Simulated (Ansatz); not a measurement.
We consider Gd2Zr2O7 (Fd-3m, No. 227, 22 atoms in the cell; start mp-757233), described by LDA (Ansatz, a program for electronic structure, PAW).

Settings: plane-wave cutoff 520 eV, 6×6×6 k mesh, Fermi–Dirac smearing 0.01 eV, spin-polarised start, scalar-relativistic PAW data made under PBE.

Cell (relaxed with PBEsol):

```cif
data_Gd4O14Zr4
_chemical_formula_sum 'Gd4 Zr4 O14'
_space_group_name_H-M_alt 'P 1'
_space_group_IT_number 1
_cell_length_a 7.42809
_cell_length_b 7.42809
_cell_length_c 7.42809
_cell_angle_alpha 119.999
_cell_angle_beta 119.999
_cell_angle_gamma 90.002
loop_
_space_group_symop_operation_xyz
  'x, y, z'
loop_
_atom_site_label
_atom_site_type_symbol
_atom_site_fract_x
_atom_site_fract_y
_atom_site_fract_z
_atom_site_occupancy
Gd1 Gd 0.00000 0.50000 0.00000 1
Gd2 Gd 0.00000 0.00000 0.50000 1
Gd3 Gd 0.50000 0.00000 0.50000 1
Gd4 Gd 0.00000 0.00000 0.00000 1
Zr1 Zr 0.50000 0.50000 0.50000 1
Zr2 Zr 0.50000 0.00000 0.00000 1
Zr3 Zr 0.50000 0.50000 0.00000 1
Zr4 Zr 0.00000 0.50000 0.50000 1
O1 O 0.58890 0.83890 0.75000 1
O2 O 0.41110 0.16110 0.25000 1
O3 O 0.83893 0.16107 0.25000 1
O4 O 0.16107 0.83893 0.75000 1
O5 O 0.41107 0.58893 0.25000 1
O6 O 0.58893 0.41107 0.75000 1
O7 O 0.16107 0.41107 0.32213 1
O8 O 0.83893 0.58893 0.67787 1
O9 O 0.58893 0.83893 0.17787 1
O10 O 0.41107 0.16107 0.82213 1
O11 O 0.12500 0.87500 0.25000 1
O12 O 0.87500 0.12500 0.75000 1
O13 O 0.83890 0.58890 0.25000 1
O14 O 0.16110 0.41110 0.75000 1
```

### Question
Give the computed band gap, smallest direct gap on the k points sampled and Γ–Γ gap.

### Answer

* **band gap**: 2.82 eV
* **smallest direct gap on the k points sampled**: 2.89 eV
* **Γ–Γ gap**: 2.95 eV

Note: the magnetic order was assumed, not searched for or taken from measurement; the 4f shell is treated without U or exact exchange, so its levels and filling can be wrong; cell and atoms aren't relaxed at this level (largest force component 0.03 eV/Å, pressure -4.8 GPa).

Spin–orbit coupling is not included.

The computed numbers hold no vibrational or temperature effects.

A start named mp-… is a Materials Project structure, which need not be a measured phase.
